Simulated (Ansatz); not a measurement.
The starting structures come from a database of crystals and need not be the phases stable at ambient conditions.

 Where the default PAW files enter, the runs use the earlier of Ansatz's two default sets.

Input:

```xyz
8
Lattice="5.4425 0.0000 0.0000 0.0000 5.4425 0.0000 2.7212 -2.7212 5.3648" Properties=species:S:1:pos:R:3 pbc="T T T"
Zn     2.7212     0.0000     2.6824
Zn     0.0000     0.0000     0.0000
Ge     5.4425     2.7212     2.6824
Ge     2.7212     2.7212     0.0000
P      6.7783     1.3606     4.0236
P      4.0819     1.3854     1.3412
P      4.1067    -1.3606     4.0236
P      1.3606     4.0570     1.3412
```

Space group of this cell: I-42d, chalcopyrite. The cell is taken as given; by PBEsol its mean pressure is -0.6 GPa.

The current runs along the normal of the first two printed vectors, the (001) plane. All runs by Ansatz (a program for electronic structure), plane waves and PAW, without spin-orbit coupling; the base is PBEsol.

| run | mean pressure (GPa) | gap (eV) | mid-gap κ (1/Å) |
|---|---|---|---|
| base | -0.6 | 1.18 | 0.091 |
| all lengths scaled by 1.02 | -4.8 | … | … |
| lda in place of pbesol | -2.8 | 1.11 | 0.084 |
| lengths across the current scaled by 1.02, ions clamped | -3.6 | … | … |
| lengths along the current scaled by 0.97, ions clamped | 2.0 | … | … |
| lengths along the current scaled by 1.03, ions clamped | -2.8 | 1.09 | 0.082 |

Problem. Complete the blanks.

Solution. 
- all lengths scaled by 1.02, gap (eV): 0.93
- all lengths scaled by 1.02, mid-gap κ (1/Å): 0.065
- lengths across the current scaled by 1.02, ions clamped, gap (eV): 1.01
- lengths across the current scaled by 1.02, ions clamped, mid-gap κ (1/Å): 0.072
- lengths along the current scaled by 0.97, ions clamped, gap (eV): 0.95
- lengths along the current scaled by 0.97, ions clamped, mid-gap κ (1/Å): 0.095
